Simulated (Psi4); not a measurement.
Psi4 1.11, BP86/def2-svp: Ge(I)(SiH3) ([SiH3][Ge][I]), 6 atoms. The geometry is a generated start, not checked to be a minimum at this level.

| Quantity | Result |
|---|---|
| task | energy |
| method | bp86 |
| basis | def2-svp |
| memory | 3 GB |
| maxiter | 100 |
| keys of the molecule block | symmetry c1 |
| scf_type | df (default) |
| guess | auto, which took SAD (default) |
| scf_initial_accelerator | adiis (default) |
| e_convergence | 1e-06 (default) |
| d_convergence | 1e-06 (default) |
| dft_radial_points | 75 (default) |
| dft_spherical_points | 302 (default) |
| effective core potentials | those of the basis set, past Kr |
| basis functions | 91 |
| grid points | 127746 |

```xyz
6

Ge     0.0303    -1.1984     1.4531
I     -0.1583    -3.0942    -0.2625
Si     0.0182     0.7192    -0.0784
H     -0.8528     1.7676     0.4835
H     -0.4108     0.5111    -1.4647
H      1.3734     1.2947    -0.1309
```

One run each on 2 threads. Values of diis_max_vecs tried: 3, 6, 10 (default), 20.

Problem. Predict the course of the SCF iterations along this series.

Solution. Fewest SCF iterations, within one of each other: 6 with 10, 10 (default) with 10, 20 with 10. The count rises to 16 at 3. All converge to one solution.

| diis_max_vecs | SCF iterations | end |
|---|---|---|
| 3 | 16 | same solution |
| 6 | 10 | same solution |
| 10 (default) | 10 | same solution |
| 20 | 10 | same solution |
